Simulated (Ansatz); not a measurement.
## Sensitivity of a calculation on Ga₂O₃ (P1, 10 atoms in the cell) to its settings

```yaml
crystal:
  lattice:
    - [2.49870, 1.44263, 4.48355]
    - [-2.49870, 1.44263, 4.48355]
    - [0.00000, -2.88525, 4.48355]
  atoms:
    - { symbol: Ga, position: [0.85643, 0.85919, 0.85097] }
    - { symbol: Ga, position: [0.14116, 0.14536, 0.14669] }
    - { symbol: Ga, position: [0.64003, 0.64157, 0.64182] }
    - { symbol: Ga, position: [0.35870, 0.35585, 0.35365] }
    - { symbol: O, position: [0.74977, 0.45131, 0.04938] }
    - { symbol: O, position: [0.24988, 0.55887, 0.94851] }
    - { symbol: O, position: [0.05524, 0.74755, 0.45138] }
    - { symbol: O, position: [0.94728, 0.25098, 0.55114] }
    - { symbol: O, position: [0.44594, 0.05027, 0.75500] }
    - { symbol: O, position: [0.55558, 0.93905, 0.25147] }
```

Base run A: PBE0, PAW files made with PBE run with Ansatz (an electronic-structure program), self-consistent single point.

Its settings: basis.ecutwfc = 30.9 Ry; kpoints.mp_grid.grid = 3 3 3; hamiltonian.xc = pbe0; hamiltonian.pseudopotentials = {kind: paw} (the program's default PAW files); scf.occupations.method = fixed.

The starting cell comes from a database of computed structures (which also holds hypothetical and non-ambient phases and stackings), without a prior relaxation at this level. Its atoms were displaced at random from the sites of space group no. 167. Ansatz's pressure includes its estimate of the finite-basis (Pulay) stress.

ΔF is the free energy per atom less that of run A. A dash stands where there is no value to compare (another energy zero or no entropy term, no result, no spin, no clean gap, or a mesh too coarse for one). Total energies depend on the potentials, the functional and any Hubbard or dispersion term, so they are compared only between runs that share all of them.

Runs C sample the zone with one or two k-points, far too few for so small a cell.

Runs:
- B: hamiltonian.xc: pbe0 → hse06 [HSE06]
- C: kpoints.mp_grid.grid: 3 3 3 → 1 1 1; kpoints.mp_grid.shift: default → 0.5 0.5 0.5
- D: scf.convergence.dr2_threshold: default (1e-07 eV) → 1e-05 eV
- E: scf.exx.singularity: default → gygi_baldereschi
- F: scf.mixing.algorithm: default (the program chose MSR1) → broyden; scf.mixing.beta: default → 0.3
- G: scf.self_checks: default → high
- H: scf.mixing.preconditioner: default (the program chose none) → kerker; scf.mixing.q_tf: default → 1.5

```
run  ΔF (meV/atom)  pressure (GPa)  largest force (eV/Å)  gap on the mesh (eV)  k-points
---  -------------  --------------  --------------------  --------------------  --------
A             0.00           -1.55                 0.622                 5.307        14
B                –           -1.44                 0.633                 4.582        14
C           -186.1           -4.71                 0.753                 8.885         1
D             0.00           -1.55                 0.622                 5.307        14
E                –           -1.64                 0.621                 5.338        14
F             0.00           -1.55                 0.622                 5.307        14
G             0.00           -1.55                 0.622                 5.307        14
H             0.00           -1.55                 0.622                 5.307        14
```

Run E against A: The pressure moves little (-1.55 to -1.64 GPa), the largest force moves little (0.622 to 0.621 eV/Å) and the gap on the mesh goes from 5.307 to 5.338 eV.

Run B against A: The pressure goes from -1.55 to -1.44 GPa, the largest force goes from 0.622 to 0.633 eV/Å and the gap on the mesh goes from 5.307 to 4.582 eV.

Left out of this page: 1 run of the series held back from this collection.

Keys are those of Ansatz 0.2.
